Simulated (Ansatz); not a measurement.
Input and output of a self-consistent single point for TaOs3 (P4mm, 4 atoms in the cell) (Ansatz, a program for electronic structure).

Method: LDA (PW92), default PAW files made with PBE (plane waves; Ansatz).

The change in words: lattice scaled by 0.98; kpoints.mp_grid.grid: 9 9 9 → 15 15 15. Reference geometry:
```
TaOs3
1.0
    3.90322     0.00000     0.00000
    0.00000     3.90322     0.00000
    0.00000     0.00000     3.90322
Ta Os
1 3
Direct
  0.00000   0.00000   0.01281
  0.00000   0.50000   0.50000
  0.50000   0.00000   0.50000
  0.50000   0.50000   0.00000
```

Reference input (self-consistent single point, DFT, LDA (PW92), plane waves, default PAW files made with PBE): basis.ecutwfc = 30.9 Ry; kpoints.mp_grid.grid = 9 9 9; hamiltonian.xc = lda; hamiltonian.pseudopotentials = {kind: paw} (the program's default PAW files); scf.occupations.method = gaussian; scf.occupations.width = 0.0073 Ry. This run's input differs from it in these lines:

Ansatz 0.2 input:
```diff
@@ -3,5 +3,5 @@
   lattice:
-    - [3.903225, 0.000000, 0.000000]
-    - [0.000000, 3.903225, 0.000000]
-    - [0.000000, 0.000000, 3.903225]
+    - [3.825160, 0.000000, 0.000000]
+    - [0.000000, 3.825160, 0.000000]
+    - [0.000000, 0.000000, 3.825160]
   atoms:
@@ -15,3 +15,3 @@
   mp_grid:
-    grid: [9, 9, 9]
+    grid: [15, 15, 15]
 hamiltonian:
```

The program printed (abridged):

```
SCF iter   1: F=—  HF=-43038.480728 eV  |F-HF|=—  |Δ(HF+E_count)|=         —  Δρ=8.74e-3  dr2=2.19e-2  ethr=1.77e-3  ⟨swp⟩=5.1  Hψ=36379  notcnv=0
all-band conjugate gradients solve this SCF's bands
preconditioner: auto → Kerker (q_TF=auto, 2.768 Å⁻¹)
SCF iter   2: F=—  HF=-43038.477833 eV  |F-HF|=—  |Δ(HF+E_count)|=   2.89e-3  Δρ=4.78e-3  dr2=7.58e-3  ethr=3.58e-5  ⟨swp⟩=1.8  Hψ=14405  notcnv=0  defer=1
SCF iter   3: F=—  HF=-43038.475872 eV  |F-HF|=—  |Δ(HF+E_count)|=   1.96e-3  Δρ=5.17e-4  dr2=2.00e-4  ethr=1.24e-5  ⟨swp⟩=2.0  Hψ=14129  notcnv=0  defer=1
SCF iter   4: F=—  HF=-43038.475826 eV  |F-HF|=—  |Δ(HF+E_count)|=   4.59e-5  Δρ=1.02e-4  dr2=2.72e-6  ethr=3.27e-7  ⟨swp⟩=2.0  Hψ=14278  notcnv=0  defer=1
SCF iter   5: F=—  HF=-43038.475819 eV  |F-HF|=—  |Δ(HF+E_count)|=   6.71e-6  Δρ=2.20e-5  dr2=2.49e-7  ethr=4.46e-9  ⟨swp⟩=2.4  Hψ=15444  notcnv=0  defer=1
SCF iter   6: F=-43038.475819 eV  HF=-43038.475819 eV  |F-HF|=4.15e-9  |Δ(HF+E_count)|=   5.91e-8  Δρ=3.79e-6  dr2=7.99e-9  ethr=1.64e-10  ⟨swp⟩=7.3  Hψ=39005  notcnv=0
SCF 1 converged in 6 iterations: F = -43038.475819 eV  dr2 = 7.99e-9
Free energy (F): -43038.475819 eV
Internal energy: -43038.458157 eV  (E = F + TS)
E sigma→0 (E₀):  -43038.466988 eV
Entropy (-TS):   -0.017662 eV (-4.416 meV/atom)
Fermi energy:    25.090319 eV
--- Forces (eV/Å), atoms counted from 1 ---
  atom   1  Ta    -0.00000000     0.00000000    -0.69583053
  atom   2  Os     0.00000000     0.00000000     0.36232251
  atom   3  Os    -0.00000000     0.00000000     0.36232251
  atom   4  Os    -0.00000000     0.00000000    -0.02880651
--- Stress (GPa, compression-positive) ---
       14.640754       0.000000       0.000000
        0.000000      14.640754       0.000000
        0.000000       0.000000      14.602170
  P = ⅓ Tr σ = 14.6279 GPa (146.279 kbar)
  The stress holds the Pulay correction. Without it, at fixed plane waves, as pw.x and ABINIT print it: P = 14.5754 GPa
```

The run converged in 6 iterations. Against the reference run the free energy rises by 12.4 meV/atom, the pressure goes from -8.82 to 14.63 GPa and the largest force goes from 0.519 to 0.696 eV/Å.

The starting cell comes from a database of computed structures (which also holds hypothetical and non-ambient phases and stackings), without a prior relaxation at this level. Its lattice was rescaled by up to half a per cent. One atom was moved a little off its site on purpose. For this run, on top of that: lattice scaled by 0.98. Spin polarisation is off. With a pressure of about 15 GPa the cell is away from its equilibrium volume at this level. Ansatz's pressure includes its estimate of the finite-basis (Pulay) stress.

Cost on one core of a shared machine: roughly 40 s.
